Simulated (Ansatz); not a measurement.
For GeSb₂Te₄ (R3m, No. 160, 7 atoms in the cell; start mp-1224350), PBE-D3(BJ) (Ansatz, a first-principles code, plane waves, PAW) gives:

```
Quantity                               Value
------------------------------  ------------
equilibrium lattice constant a       4.256 Å
c axis length                       40.896 Å
cohesive energy                 3.22 eV/atom
band gap                             0.25 eV
```

What does r²SCAN (plane waves, PAW; Ansatz) give for the same quantities?


- lattice constant a: 4.262 Å (grows by 0.1 %)
- lattice parameter c: 43.083 Å (increases by 5.3 %)
- cohesive energy: 2.67 eV/atom (decreases by 0.55 eV/atom)
- band gap: 0.36 eV (rises by 0.11 eV)

Changes are worked out from the printed values.

Unless a cell is named, each level is at its own relaxed cell (PBE-D3(BJ) 30.55, r²SCAN 32.27 Å³/atom).

Levels without +SOC leave out spin–orbit coupling, which shifts energies and cells of such heavy elements.

Spin–orbit coupling is included only where a level's name says +SOC; with heavier elements it mostly lowers gaps and can invert bands. Density-functional gaps are differences of (generalised) Kohn–Sham levels.

Caveats: a distance lies near a switch of the dispersion term, which can move the cell (PBE-D3(BJ)); the relaxation could not lower the start's symmetry, so the cell can be a saddle point above a distorted one (PBE-D3(BJ), r²SCAN). Ansatz's density-functional and Hartree–Fock values are scalar-relativistic unless marked +SOC, with PAW data made under PBE.

A start named mp-… is a Materials Project structure, which need not be a measured phase.
